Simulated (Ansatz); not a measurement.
# What biaxial strain −3.33 %, plane normal [001], relaxed out of plane does to MoS2

Consider MoS$_{2}$ in the 3R-MoS2 type structure (space group R3m, No. 160; layered, stacked along the Cartesian z axis).

```
MoS2
1.0
    1.57661     0.91026     5.99789
   -1.57661     0.91026     5.99789
    0.00000    -1.82051     5.99789
Mo S
1 2
Direct
  0.00002   0.00002   0.00002
  0.75353   0.75353   0.75353
  0.57975   0.57975   0.57975
```

Cartesian axes are those of the cell as printed.

Modification: biaxial strain −3.33 %, plane normal [001], relaxed out of plane (Cartesian); in-plane vectors clamped, the third vector and the atoms free.

The values are results of Kohn–Sham DFT with the PBE-D3(BJ) functional, run in Ansatz (a quantum-chemistry and plane-wave program) with PAW and 420 eV plane waves, scalar-relativistic without spin-orbit coupling, earlier PAW set, not measurements. Settings: 12×12×12 k-points, 0.05 eV Fermi–Dirac smearing.

```csv
quantity,base,changed,shift
space group,R3m (No. 160),R3m (No. 160),–
shortest interatomic distance,2.399 Å,2.379 Å,-0.0205 Å
energy relative to the base (free energy F),0 meV/atom,+36 meV/atom,+36 meV/atom
"pressure (mean of the normal stresses, compression positive)",0.00 GPa,7.02 GPa,+7.015 GPa
band gap,0.77 eV,0.90 eV,+0.13 eV
smallest direct gap,1.77 eV,2.03 eV,+0.267 eV
width of the top valence band,1.86 eV,1.61 eV,-0.244 eV
hole mass,"1.0 mₑ along k, 0.59 mₑ across (at T)","0.80 mₑ along k, 1.00 mₑ across (at T)",–
out-of-plane strain,–,+1.85 %,–
ratio −ε⊥/ε∥,–,0.56,–
mean in-plane stress (compression positive),–,+10.5 GPa,–
```

Masses are band curvatures over ±0.01 Å⁻¹ around the edge. Along k means along the line from Γ to the band edge. Stability against distortions was not tested.
